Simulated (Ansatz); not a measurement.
The starting structures come from a database of crystals and need not be the phases stable at ambient conditions.

 Where the default PAW files enter, the runs use the earlier of Ansatz's two default sets.

Input:

```xyz
12
Lattice="3.7669 0.0000 0.0000 1.8835 6.1536 0.0000 0.0000 1.9283 6.3290" Properties=species:S:1:pos:R:3 pbc="T T T"
Ti     3.7669     3.7846     4.5331
Ti     1.8835     4.2973     1.7959
Ti     1.8835     6.2936     4.4961
Ti     3.7669     1.7883     1.8329
O      1.8835     6.1489     2.3416
O      3.7669     1.9330     3.9874
O      3.7669     5.8169     4.4720
O      1.8835     2.2650     1.8569
O      1.8835     4.5281     0.0298
O      3.7669     3.5538     6.2992
O      3.7669     3.9129     2.1993
O      1.8835     4.1690     4.1296
```

Space group of this cell: C2/m. The cell is taken as given; by LDA its mean pressure is -11.7 GPa.

Transport runs along the normal of the first two printed cell vectors.

No gap correction and no spin-orbit coupling; mid-gap values are interpolated between computed energies.

Predict the band gap and the smallest decay constant κ at mid-gap from LDA in Ansatz (a quantum-chemistry and plane-wave program).

Gap 2.67 eV on a 8×8×6 mesh; κ = 0.360 1/Å, at the zone centre.
